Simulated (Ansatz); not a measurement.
The reference is SnS₂ in the CdI2 type structure (space group P-3m1, No. 164; layered, stacked along the Cartesian z axis).

Space group P-3m1 (No. 164); a = 3.6260 Å, b = 3.6260 Å, c = 5.5735 Å, α = 90.00°, β = 90.00°, γ = 120.00°

```tsv
atom	site	symmetry	x	y	z
Sn	1a	-3m.	0.0000	0.0000	0.0000
S	2d	3m.	0.3333	0.6667	0.2644
```

The values are results of plane-wave PAW DFT at the PBEsol-D3(BJ) level (Ansatz, a first-principles code, 420 eV), no spin-orbit coupling, earlier PAW set, not measurements.

For the base:

| Item | Result |
|---|---|
| Band gap | 0.96 eV |
| Smallest direct gap | 1.58 eV |
| Gap character | indirect, K–Γ (87 % along) → k = (0, 0.455, 1/3) in the run's primitive reciprocal basis |

Modification: every S is replaced by O, then cell and atoms are relaxed.

Tabulated Pauling electronegativity and covalent radius: S 2.58, 1.05 Å; O 3.44, 0.66 Å.

Task: Estimate the effect on the band gap.

Result: The band gap grows by 0.93 eV to 1.89 eV.

Task: What does the calculation give for the electron mass after the change?

Result: The electron mass amounts to 0.31 mₑ along c, 0.25 mₑ across (at Γ).

Task: What does the calculation give for the smallest direct gap after the change?

Result: The smallest direct gap rises by 0.357 eV (1.58 eV → 1.93 eV).

Task: Estimate the effect on the gap character.

Result: The gap character goes from indirect, K–Γ (87 % along) → k = (0, 0.455, 1/3) in the run's primitive reciprocal basis to indirect, K–Γ (76 % along) → Γ.

Masses are band curvatures over ±0.01 Å⁻¹ around the edge. Whether these cells are dynamically stable was not tested. As relaxed here, SnO2 is a hypothetical phase, not in the database extracts checked.
